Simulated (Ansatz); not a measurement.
Base system: CdS in the wurtzite structure (space group P6_3mc, No. 186).

```
CELL_PARAMETERS angstrom
      4.07411     0.00000     0.00000
     -2.03706     3.52828     0.00000
      0.00000     0.00000     6.63675
ATOMIC_POSITIONS crystal
  Cd 0.33333 0.66667 0.00038
  Cd 0.66667 0.33333 0.50038
  S  0.33333 0.66667 0.37662
  S  0.66667 0.33333 0.87662
```

Method: LDA, PAW, 420 eV (Ansatz, a program for electronic structure; scalar-relativistic without spin-orbit coupling).

Strains are applied to the cell and any free atomic positions relax.

One change was made to it. Results:

```json
[
 {"quantity": "valence-band top at Γ (three highest levels, from the VBM)", "base": "0.00, 0.00, -0.06 eV", "after": "0.00, 0.00, -0.05 eV"},
 {"quantity": "band gap", "base": "1.03 eV", "after": "0.91 eV"},
 {"quantity": "width of the top valence band", "base": "1.87 eV", "after": "1.70 eV"},
 {"quantity": "electron mass", "base": "0.11 mₑ along c, 0.11 mₑ across (at Γ)", "after": "0.098 mₑ along c, 0.10 mₑ across (at Γ)"}
]
```

Problem. Which of these changes matches the shifts?
(A) isotropic strain +0.60 %
(B) isotropic strain +3.00 %
(C) isotropic strain +2.40 %
(D) isotropic strain +1.80 %
(E) isotropic strain +1.20 %

Solution. D, isotropic strain +1.80 %. For comparison, the band gap in the other runs: isotropic strain +1.20 % gives 0.95 eV; isotropic strain +0.60 % gives 0.99 eV; isotropic strain +2.40 % gives 0.87 eV; isotropic strain +3.00 % gives 0.83 eV.

Masses are band curvatures over ±0.01 Å⁻¹ around the edge. Whether these cells are dynamically stable was not tested.
